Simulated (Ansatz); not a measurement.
# HgTe (model structure, started from the beta GaS type, P6₃/mmc, No. 194, 8 atoms in the cell): properties by level of theory

```csv
level (code),lattice constant a (Å),lattice parameter c (Å)
PBE (Ansatz),4.751,19.478
PBEsol (Ansatz),4.686,14.871
PBE-D3(BJ) (Ansatz),4.715,14.901
```

Ansatz's density-functional and Hartree–Fock values are scalar-relativistic unless marked +SOC, with PAW data made under PBE.

Computed values are for the static lattice.

A model structure was made by putting elements into a prototype or built by hand; it is no filed structure, need not be a known phase, and can be a saddle point held by its symmetry.

Ansatz is a first-principles code.
